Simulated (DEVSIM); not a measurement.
# abrupt Si p-n junction

System: abrupt Si p-n junction, at 300 K.

```tsv
layer (left to right)	material	thickness (μm)	Nd (cm⁻³)	Na (cm⁻³)	τn (s)	τp (s)
1	Si	2.10	-	1.3e16	0.00081	0.00081
2	Si	0.470	2.7e15	-	0.00081	0.00081
```

Left contact: ohmic. Right contact: ohmic. Voltage is applied to the left contact. Recombination: SRH at mid-gap, Auger. Mobility is μmin + (μ − μmin)/(1 + (N/Nref)^α).

The device is made up for the run: typed textbook-type constants, with dimensions and the other settings drawn at random. Values at 300 K.

```tsv
parameter	Si
gap (eV)	1.124
affinity (eV)	4.05
permittivity	11.7
Nc (cm⁻³)	2.86e19
Nv (cm⁻³)	3.1e19
μn (cm²/Vs)	1417
μp (cm²/Vs)	470
μn,min	52
μp,min	45
Nref,n	9.7e16
Nref,p	2.2e17
αn	0.68
αp	0.72
Cn (cm⁶/s)	2.8e-31
Cp (cm⁶/s)	9.9e-32
```

Simulated with DEVSIM: 1D drift-diffusion, Boltzmann statistics, complete ionisation; no tunnelling, impact ionisation, image-force lowering or self-heating.

The potential step across the device at zero bias comes out as 0.683 V and the largest field in the device at zero bias is 21000 V/cm. The dark forward voltage at 1 A/cm² is 0.505 V and the dark forward voltage at 100 A/cm² comes out as 0.662 V.

Dark forward current:

| V (V) | J (A/cm²) |
|---|---|
| 0.05 | 7.7e-8 |
| 0.10 | 5.3e-7 |
| 0.15 | 3.3e-6 |
| 0.20 | 2.0e-5 |
| 0.25 | 0.00012 |
| 0.30 | 0.00070 |
| 0.35 | 0.0042 |
| 0.40 | 0.025 |
| 0.45 | 0.15 |
| 0.50 | 0.86 |
| 0.55 | 4.8 |
| 0.60 | 23 |
| 0.65 | 81 |
| 0.70 | 200 |
| 0.75 | 420 |
| 0.80 | 740 |
| 0.85 | 1200 |
| 0.90 | 1700 |
| 0.95 | 2400 |
